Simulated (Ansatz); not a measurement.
An Ansatz (a first-principles code) run: C; Ansatz, PBEsol, PAW, cutoff 420 eV, spin-orbit coupling left out.

Input:

Ansatz 0.2 input:
```yaml
crystal:
  lattice:
    - [0, 1.7768971667, 1.7768971667]
    - [1.7768971667, 0, 1.7768971667]
    - [1.7768971667, 1.7768971667, 0]
  atoms:
    - { symbol: C, position: [0, 0, 0] }
    - { symbol: C, position: [0.25, 0.25, 0.25] }
basis: { ecutwfc: 420, ecutrho_ratio: 4, xc_grid: 2, fft_grid_basis: typed }
kpoints: { mp_grid: { grid: [16, 16, 16] } }
hamiltonian:
  xc: pbesol
  dispersion: none
  pseudopotentials: { kind: paw }
scf: { occupations: { method: fermi_dirac, width: 0.05 }, convergence: { dr2_threshold: 0.0000000002 } }
output: { forces: true, stress: true }
checkpoint: { write: state.ck, write_every: 1000 }
```

Output (explanatory and most iteration lines left out):

```
Pseudopotential: C, paw, valence charge 4
Crystal: 2 atoms, lattice volume = 11.221 Å³
Basis set: ecut = 420 eV, 229 PW (Γ), exchange–correlation on 36×36×36 points (8 copies of the dense FFT grid, shifted against one another)
Bands: 8, of which v1, the nominal top of the filled ones, is band 4 counted from 1 (3 counted from 0)
Symmetry: 48 space group operations
Space group: Fd-3m (ITA 227), of the structure as read, at distance tolerance 2.2e-5 Å
k-points: 145 of 4096
Functional: x = pbesol(κ = 0.804, μ = 0.12345679012345678), c = pbesol(β = 0.046)
SCF iter   1: F=—  HF=-493.336752 eV  |F-HF|=—  |Δ(HF+E_count)|=         —  Δρ=5.72e-3  dr2=2.96e-3  ethr=1.77e-3  ⟨swp⟩=4.7  Hψ=7515  notcnv=0
SCF iter   2: F=—  HF=-493.335986 eV  |F-HF|=—  |Δ(HF+E_count)|=   7.66e-4  Δρ=2.28e-3  dr2=4.70e-4  ethr=3.70e-5  ⟨swp⟩=1.1  Hψ=2347  notcnv=0
SCF 1 converged in 6 iterations: F = -493.335896 eV  dr2 = 3.06e-14
SCF converged after 6 iterations
Free energy (F): -493.335896 eV
Internal energy: -493.335896 eV  (E = F + TS)
E sigma→0 (E₀):  -493.335896 eV
Fermi energy:    15.486442 eV
--- Forces (eV/Å), atoms counted from 1 ---
  atom   1  C      0.00000000    -0.00000000     0.00000000
  atom   2  C     -0.00000000     0.00000000     0.00000000
--- Stress (GPa, compression-positive) ---
        0.003777      -0.000000       0.000000
       -0.000000       0.003777       0.000000
        0.000000       0.000000       0.003777
  P = ⅓ Tr σ = 0.0038 GPa (0.038 kbar)
```

Stability against distortions was not tested. The cell is C in the diamond structure (space group Fd-3m, No. 227).
